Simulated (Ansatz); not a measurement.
**Hypothetical P4/nmm Cr2C, response to strain**

Base system: Cr2C (space group P4/nmm, No. 129; a = 3.124 Å, c = 5.657 Å; ferromagnetic; a hypothetical phase, not in the database extracts checked). Axes: x, y, z lie along a, b, c of the conventional cell.

Strains are applied to the cell and any free atomic positions relax; under biaxial strain the out-of-plane vector relaxes too.

All numbers come from Ansatz (a quantum-chemistry and plane-wave program) PBE, no spin-orbit coupling.

Notes on the quantities. pressure: mean of the normal stresses, compression positive.

| change | largest site moment | space group | pressure | volume per atom | magnetic state |
|---|---|---|---|---|---|
| base | 0.52 μB | P4/nmm (No. 129) | 0.0 GPa | 9.20 Å³ | ferromagnetic |
| biaxial strain −1.71 %, plane normal [001], relaxed out of plane | 0.00 μB | P4/nmm (No. 129) | 6.1 GPa | 8.98 Å³ | non-magnetic |
| biaxial strain −1.24 %, plane normal [001], relaxed out of plane | 0.00 μB | P4/nmm (No. 129) | 4.0 GPa | 9.04 Å³ | non-magnetic |
| biaxial strain −0.23 %, plane normal [001], relaxed out of plane | 0.45 μB | P4/nmm (No. 129) | 0.7 GPa | 9.17 Å³ | ferromagnetic |
| tensor shear ε_xy = +0.31 % | 0.52 μB | Cmme (No. 67) | 0.0 GPa | 9.20 Å³ | ferromagnetic |

Other magnetic orders, which the real material may have, were not ruled out. Without a gap, meshes like the base's 15×15×8 leave anisotropic stresses uncertain by several tenths of a GPa, and small strain energies with them. No phonon test of stability was made. Starting moments died away, wholly or in part, for biaxial strain −1.71 %, plane normal [001], relaxed out of plane, the base and biaxial strain −1.24 %, plane normal [001], relaxed out of plane; another magnetic solution may exist.
